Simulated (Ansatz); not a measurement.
**Effect of isotropic strain +1.50 % on SrO**

Start from SrO in the rock salt structure (space group Fm-3m, No. 225; a = 5.1949 Å).

The change: every lattice vector is stretched by 1.50 %, atoms relaxed at fixed cell.

Calculations: PBE (Ansatz, a first-principles code; PAW; 420 eV plane waves; no spin-orbit coupling). Settings: 11×11×11 k-points, 0.05 eV Fermi–Dirac smearing.

```json
[
 {"quantity": "volume per atom", "base": "17.52 Å³", "changed": "18.33 Å³", "shift": "+0.800 Å³"},
 {"quantity": "space group", "base": "Fm-3m (No. 225)", "changed": "Fm-3m (No. 225)", "shift": "–"},
 {"quantity": "shortest interatomic distance", "base": "259.7 pm", "changed": "263.6 pm", "shift": "+3.9 pm"},
 {"quantity": "energy relative to the base (free energy F)", "base": "0 meV/atom", "changed": "+8.9 meV/atom", "shift": "+8.9 meV/atom"},
 {"quantity": "pressure", "base": "0.0 kbar", "changed": "-34.1 kbar", "shift": "-34.18 kbar"},
 {"quantity": "band gap", "base": "3.33 eV", "changed": "3.34 eV", "shift": "+0.01 eV"},
 {"quantity": "gap character", "base": "indirect, Γ → X", "changed": "indirect, Γ → X", "shift": "–"},
 {"quantity": "smallest direct gap", "base": "3.42 eV", "changed": "3.46 eV", "shift": "+0.04 eV"},
 {"quantity": "mean gap deformation potential ΔEg/Δln V", "base": "–", "changed": "+0.2 eV", "shift": "–"},
 {"quantity": "electron mass", "base": "1.2 mₑ along k, 0.41 mₑ across (at X)", "changed": "1.2 mₑ along k, 0.42 mₑ across (at X)", "shift": "–"},
 {"quantity": "valley order (the lowest conduction-band minima on the path, energy above the VBM, named in the base's zone)", "base": "X along ⟨100⟩ 3.33 eV; Γ 3.79 eV", "changed": "X along ⟨100⟩ 3.34 eV; Γ 3.49 eV", "shift": "–"}
]
```

Final structure:

```yaml
crystal:
  lattice:
    - [0.00000, 2.63642, 2.63642]
    - [2.63642, 0.00000, 2.63642]
    - [2.63642, 2.63642, 0.00000]
  atoms:
    - { symbol: Sr, position: [0.00000, 0.00000, 0.00000] }
    - { symbol: O, position: [0.50000, 0.50000, 0.50000] }
```

Effective masses come from finite differences of ±0.01 Å⁻¹. Along k means along the line from Γ to the band edge. Whether these cells are dynamically stable was not tested.
